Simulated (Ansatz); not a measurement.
Output of an Ansatz run (abridged):

```
WARN the atoms were moved onto the symmetric positions of the space group found under crystal.symmetry.tolerance 1.0e-5 (fractional …
WARN basis.ecutwfc = 500 eV, the default
WARN ansatz: RAYON_NUM_THREADS=1 ignored (pool sized by the plan → 1); use --threads N
Pseudopotentials: kind: paw
Pseudopotential: Lu, paw, valence charge 25
Pseudopotential: B, paw, valence charge 3
Pseudopotential: Os, paw, valence charge 16
Crystal: 6 atoms, lattice volume = 85.707 Å³
Basis set: ecut = 500 eV, 2213 PW (Γ), exchange–correlation on 180×180×96 points (64 copies of the dense FFT grid, shifted against one another)
Bands: 48, of which v1, the nominal top of the filled ones, is band 40 counted from 1 (39 counted from 0)
Symmetry: 24 space group operations
Space group: P6/mmm (ITA 191), of the structure as read, at distance tolerance 4.4e-5 Å
k-points: 48 of 539
PAW frozen core: Lu, regenerated for the run's functional
PAW frozen core: B, regenerated for the run's functional
PAW frozen core: Os, regenerated for the run's functional
Initial density: superposition of atomic densities (neutral atoms: chi_scale 0, normalization atom), corrected by the library's trained network
Initial wavefunctions: pseudopotential atomic-orbital guess
Eigensolver: davidson
Functional: x = r2scan, c = r2scan; τ floored in thin density (d = 2e-4 eV/Å³)
SCF iter   1: F=—  HF=-49251.479309 eV  |F-HF|=—  |Δ(HF+E_count)|=         —  Δρ=1.35e-2  dr2=1.79e-1  dr2_τ=2.36e-1  ethr=1.77e-3  ⟨swp⟩=6.0  Hψ=9199  notcnv=0
all-band conjugate gradients solve this SCF's bands
preconditioner: auto → Kerker (q_TF=auto, 2.691 Å⁻¹)
SCF iter   2: F=—  HF=-49251.516687 eV  |F-HF|=—  |Δ(HF+E_count)|=   3.74e-2  Δρ=6.10e-3  dr2=2.74e-2  dr2_τ=7.77e-3  ethr=2.26e-4  ⟨swp⟩=2.7  Hψ=5108  notcnv=0  defer=43
SCF iter   3: F=—  HF=-49251.512971 eV  |F-HF|=—  |Δ(HF+E_count)|=   3.72e-3  Δρ=3.51e-3  dr2=7.30e-3  dr2_τ=1.20e-3  ethr=3.47e-5  ⟨swp⟩=2.3  Hψ=4082  notcnv=0  defer=43
SCF iter   4: F=—  HF=-49251.513623 eV  |F-HF|=—  |Δ(HF+E_count)|=   6.52e-4  Δρ=2.07e-3  dr2=3.46e-3  dr2_τ=1.77e-4  ethr=9.25e-6  ⟨swp⟩=2.0  Hψ=3539  notcnv=0  defer=42
SCF iter   5: F=—  HF=-49251.514147 eV  |F-HF|=—  |Δ(HF+E_count)|=   5.24e-4  Δρ=4.94e-4  dr2=3.12e-4  dr2_τ=1.18e-5  ethr=4.38e-6  ⟨swp⟩=2.1  Hψ=3636  notcnv=0  defer=42
SCF iter   6: F=—  HF=-49251.514224 eV  |F-HF|=—  |Δ(HF+E_count)|=   7.64e-5  Δρ=9.95e-5  dr2=1.14e-5  dr2_τ=3.61e-7  ethr=3.95e-7  ⟨swp⟩=2.0  Hψ=3932  notcnv=0  defer=42
SCF iter   7: F=—  HF=-49251.514222 eV  |F-HF|=—  |Δ(HF+E_count)|=   1.37e-6  Δρ=1.81e-5  dr2=5.58e-7  dr2_τ=2.96e-8  ethr=1.44e-8  ⟨swp⟩=2.0  Hψ=4163  notcnv=0  defer=42
SCF iter   8: F=—  HF=-49251.514222 eV  |F-HF|=—  |Δ(HF+E_count)|=   1.58e-7  Δρ=8.51e-6  dr2=9.01e-8  dr2_τ=5.04e-9  ethr=1.27e-10  ⟨swp⟩=10.4  Hψ=12909  notcnv=0
SCF iter   9: F=-49251.514222 eV  HF=-49251.514222 eV  |F-HF|=7.14e-9  |Δ(HF+E_count)|=   1.86e-9  Δρ=3.19e-6  dr2=1.81e-8  dr2_τ=9.66e-10  ethr=1.14e-10  ⟨swp⟩=5.1  Hψ=9438  notcnv=0
SCF 1 converged in 9 iterations: F = -49251.514222 eV  dr2 = 1.81e-8
SCF converged after 9 iterations
Free energy (F): -49251.514222 eV
Harris-Foulkes:  -49251.514222 eV  (|F-HF|=7.14e-9)
Internal energy: -49251.393084 eV  (E = F + TS)
E sigma→0 (E₀):  -49251.453653 eV
Entropy (-TS):   -0.121138 eV (-20.190 meV/atom)
Fermi energy:    18.415449 eV
--- Per-component energies (eV) ---
  E_band       = -384.672808
  E_kinetic    = 2194.668260
  E_local      = -9572.727741  (includes V_loc(G=0)·N_el)
  E_nonlocal   = 585.860409
  E_hartree    = 3967.734469
  E_xc         = -1032.229515
  E_vxc        = -1312.071784  (∫ρ·V_xc dr)
  E_paw        = -34659.482583  (= ΣΔE_a)
  E_vpaw       = -291.072306  (= ΣTr[D̂ρ^β])
  E_aug_tail   = -0.000418  (compensation charges beyond the density's cutoff)
  E_vtau       = 75.201936  (kinetic-family band-sum trace: ∫τ·v_τ [+ j·A + Jᵃ·Aᵃ] dr)
  E_ewald      = -10734.701567
  E_core_change = -0.514400  (= ΣΔE_core)
  E_smearing   = -0.121138  (= −TS)
  E_closure    = -0.000000  (closes the sum)
  Σ components = -49251.514222   (vs F -49251.514222, Δ=0.00e0)
--- Forces (eV/Å), atoms counted from 1 ---
  atom   1  Lu     0.00000000     0.00000000     0.00000000
   [... zero for the other atoms too ...]
  max |Σ_I F_I| component: 1.85e-17 eV/Å
--- Stress (GPa, compression-positive) ---
      -19.562823      -0.000000       0.000000
       -0.000000     -19.562823       0.000000
        0.000000       0.000000     -20.167589
  P = ⅓ Tr σ = -19.7644 GPa (-197.644 kbar)
  The stress holds the Pulay correction. Without it, at fixed plane waves, as pw.x and ABINIT print it: P = -19.8363 GPa
--- Band table (eV; the first three rows and the last of 48) ---
  k-point 0: bands = ["-69.3834", "-69.3503", "-69.3503", "-39.1832", "-28.7345", "-28.3069", "-28.3069", "-28.1729", "-28.1065", "-28.1065", "-27.9479", "-27.9479", "-27.8144", "-9.1652", "-9.1652", "-8.9857", "6.4425", "11.5179", "11.5179", [...]
  k-point 1: bands = ["-69.3829", "-69.3499", "-69.3499", "-39.1800", "-28.7328", "-28.3055", "-28.3055", "-28.1863", "-28.1191", "-28.1191", "-27.9468", "-27.9468", "-27.8134", "-9.1591", "-9.1591", "-9.0434", "6.6013", "11.1320", "11.7116", [...]
  k-point 2: bands = ["-69.3816", "-69.3486", "-69.3486", "-39.1714", "-28.7284", "-28.3015", "-28.3015", "-28.2222", "-28.1527", "-28.1527", "-27.9438", "-27.9438", "-27.8109", "-9.1957", "-9.1428", "-9.1428", "7.0598", "10.3474", "12.2565", [...]
  k-point 47: bands = ["-69.3642", "-69.3581", "-69.3447", "-39.1434", "-28.5250", "-28.4378", "-28.3059", "-28.2917", "-28.2602", "-28.2298", "-27.9970", "-27.9091", "-27.8754", "-9.6566", "-9.0870", "-9.0862", "9.6374", "9.9884", "11.4410", [...]
```

The structure:

```xyz
6
Lattice="5.6483 0.0000 0.0000 -2.8242 4.8916 0.0000 0.0000 0.0000 3.1020" Properties=species:S:1:pos:R:3 pbc="T T T"
Lu     0.0000     0.0000     0.0000
B      2.8242     1.6305     0.0000
B      0.0000     3.2611     0.0000
Os    -1.4121     2.4458     1.5510
Os     2.8242     0.0000     1.5510
Os     1.4121     2.4458     1.5510
```

**Question.** Write an input that gives this output.

**Answer.** Other spellings and defaults could give the same log, and not every line can be read from it. The input that was run (DFT, r2SCAN, plane waves, default PAW files made with PBE):

Ansatz 0.2 input:
```yaml
crystal:
  lattice:
    - [5.648319, 0.000000, 0.000000]
    - [-2.824160, 4.891588, 0.000000]
    - [0.000000, 0.000000, 3.102021]
  atoms:
    - { symbol: Lu, position: [0.000000, 0.000000, 0.000000] }
    - { symbol: B, position: [0.666667, 0.333333, 0.000000] }
    - { symbol: B, position: [0.333333, 0.666667, 0.000000] }
    - { symbol: Os, position: [0.000000, 0.500000, 0.500000] }
    - { symbol: Os, position: [0.500000, 0.000000, 0.500000] }
    - { symbol: Os, position: [0.500000, 0.500000, 0.500000] }
kpoints:
  mp_grid: { grid: [7, 7, 11] }
hamiltonian:
  xc: r2scan
  pseudopotentials: { kind: paw }
scf:
  occupations: { method: fermi_dirac, width: 0.1 eV }
output:
  forces: true
  eigenvalues: true
  stress: true
```

The starting cell comes from a database of computed structures (which also holds hypothetical and non-ambient phases and stackings), without a prior relaxation at this level. Its lattice was rescaled by a random factor within 2.5 % of one. Spin-orbit coupling is off. Spin polarisation is off. With a pressure of about -20 GPa the cell is away from its equilibrium volume at this level. Ansatz's pressure includes its estimate of the finite-basis (Pulay) stress.

Ansatz is a first-principles code.
